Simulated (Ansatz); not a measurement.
Consider ZnSiP2 in the chalcopyrite structure (space group I-42d, No. 122; a = 5.3064 Å, c = 10.3798 Å).

Level of theory: plane-wave PAW DFT at the LDA level (Ansatz, a quantum-chemistry and plane-wave program, 420 eV), no SOC.

For the base:

| Quantity | Value |
|---|---|
| Band gap | 1.11 eV |
| Hole mass | 0.17 mₑ along c, 0.36 mₑ across (at Γ) |

Modification: an isotropic linear strain of +2.25 %; the atoms relax in the strained cell.

Question: What does the calculation give for the energy relative to the base, band gap and hole mass after the change?

Answer: The energy goes up by 24 meV/atom; the band gap goes up by 0.15 eV to 1.26 eV; the hole mass goes from 0.17 mₑ along c, 0.36 mₑ across (at Γ) to 0.14 mₑ along c, 0.40 mₑ across (at Γ).

Masses are band curvatures over ±0.01 Å⁻¹ around the edge. Gaps are Kohn–Sham eigenvalue differences; semilocal functionals usually give less than the measured gap. Stability against distortions was not tested.
